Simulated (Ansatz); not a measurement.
SrMgF₄ (Cmc2₁, No. 36, 12 atoms in the cell; start COD 7218677)

Method: PBEsol (Ansatz, a program for electronic structure, PAW).

Settings: plane-wave cutoff 520 eV, 10×10×6 k mesh (along the axes of the cell as run), Fermi–Dirac smearing 0.01 eV, scalar-relativistic PAW data made under PBE.

Cell (relaxed at this level):

```cif
data_F16Mg4Sr4
_chemical_formula_sum 'Sr4 Mg4 F16'
_space_group_name_H-M_alt 'Cmc21'
_space_group_IT_number 36
_space_group_name_Hall 'C 2c -2'
_cell_length_a 3.92932
_cell_length_b 14.48332
_cell_length_c 5.60574
_cell_angle_alpha 90.000
_cell_angle_beta 90.000
_cell_angle_gamma 90.000
loop_
_space_group_symop_operation_xyz
  'x, y, z'
  '-x, -y, z+1/2'
  '-x, y, z'
  'x, -y, z+1/2'
  'x+1/2, y+1/2, z'
  '-x+1/2, -y+1/2, z+1/2'
  '-x+1/2, y+1/2, z'
  'x+1/2, -y+1/2, z+1/2'
loop_
_atom_site_label
_atom_site_type_symbol
_atom_site_symmetry_multiplicity
_atom_site_Wyckoff_symbol
_atom_site_fract_x
_atom_site_fract_y
_atom_site_fract_z
_atom_site_occupancy
Sr1 Sr 4 a 0.00000 0.34017 0.03920 1
Mg1 Mg 4 a 0.00000 0.08396 0.09493 1
F1 F 4 a 0.00000 0.58578 0.11976 1
F2 F 4 a 0.00000 0.20214 0.28716 1
F3 F 4 a 0.00000 0.03525 0.43373 1
F4 F 4 a 0.00000 0.16138 0.80822 1
```
(The calculation used a cell of 12 atoms; values per cell refer to that cell.)

```json
{
 "band_gap": "6.80 eV",
 "smallest_direct_gap_on_the_k_points_sampled": "6.84 eV"
}
```

Spin–orbit coupling is not included.
